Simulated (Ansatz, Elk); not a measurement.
An Ansatz (an electronic-structure program) input for a self-consistent single point of a sheet of PtSe2 (3 atoms in the cell) (DFT, LDA (PW92), plane waves, default PAW files made with PBE):

Ansatz 0.2 input:
```yaml
crystal:
  lattice:
    - [3.619256, 0.000000, 0.000000]
    - [-1.809628, 3.134368, 0.000000]
    - [0.000000, 0.000000, 16.982038]
  atoms:
    - { symbol: Pt, position: [0.000000, 0.000000, 0.500000] }
    - { symbol: Se, position: [0.333333, 0.666667, 0.587800] }
    - { symbol: Se, position: [0.666667, 0.333333, 0.412200] }
kpoints:
  mp_grid: { grid: [9, 9, 1] }
hamiltonian:
  xc: lda
  pseudopotentials: { kind: paw }
scf:
  occupations: { method: gaussian, width: 0.01 Ry }
output:
  forces: true
  eigenvalues: true
  stress: true
```

**Question.** Translate this input to Elk.

**Answer.** One input that does it (others would too):

```
tasks
  0

rgkmax
  7.5

gmaxvr
  14.0

nxoapwlo
  1

rmtscf
  0.88

stype
  0

swidth
  0.00499791

maxscl
  100

avec
    6.8394030090   -0.0000000914    0.0000000000
   -3.4197014253    5.9230967982    0.0000000000
    0.0000000000    0.0000000000   32.0914008580

sppath
  './'

atoms
  2
  'Pt.in'
  1
  0.0000000000  0.0000000000  0.5000000000    0.0 0.0 0.0
  'Se.in'
  2
  0.3333333333  0.6666666667  0.5878000000    0.0 0.0 0.0
  0.6666666667  0.3333333333  0.4122000000    0.0 0.0 0.0

ngridk
  9 9 1
```

Basis settings and potentials, where a program has them, do not carry over. This input uses DFT, LDA (PW92), all-electron FP-LAPW, Elk's shipped species files, LAPW+lo basis. LDA parametrisations can differ slightly between programs. The width in Ry is rounded to four decimals.

The starting cell was generated: these elements placed on a structure prototype, without a prior relaxation; it need not be a known phase or ordering of this composition. Its lattice was rescaled in the plane by a random factor within 2.5 % of one.
